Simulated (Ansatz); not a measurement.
The reference is GaAs in the zinc blende structure (space group F-43m, No. 216; a = 5.666 Å).

Level of theory: r2SCAN in Ansatz (plane waves to 500 eV, PAW, no SOC), earlier PAW set.

One change was made to it. Results:

The volume per atom grows by 0.33 Å³ to 23.06 Å³; the band gap shrinks by 0.11 eV (0.97 eV → 0.86 eV); the hole mass (degenerate bands, along [100]) becomes 0.046, 0.35, 0.35 mₑ (at Γ) (base: 0.051, 0.34, 0.34 mₑ (at Γ)).

Task: What was done to the base?
A. pressure −1 GPa
B. pressure 9 GPa
C. pressure 18 GPa
D. pressure −2 GPa
E. pressure 45 GPa

Result: A, pressure −1 GPa. For comparison, the band gap in the other runs: pressure 45 GPa gives 1.03 eV; pressure 9 GPa gives 1.56 eV; pressure 18 GPa gives 1.41 eV; pressure −2 GPa gives 0.73 eV.

Load acts through the strain it causes; cell and atoms are relaxed under it. Effective masses come from finite differences of ±0.01 Å⁻¹. Whether these cells are dynamically stable was not tested. Measured, GaAs leaves this structure (for a Cmcm phase) near 15 GPa (room temperature; as listed in arXiv:1906.07825).

Ansatz is an electronic-structure program.
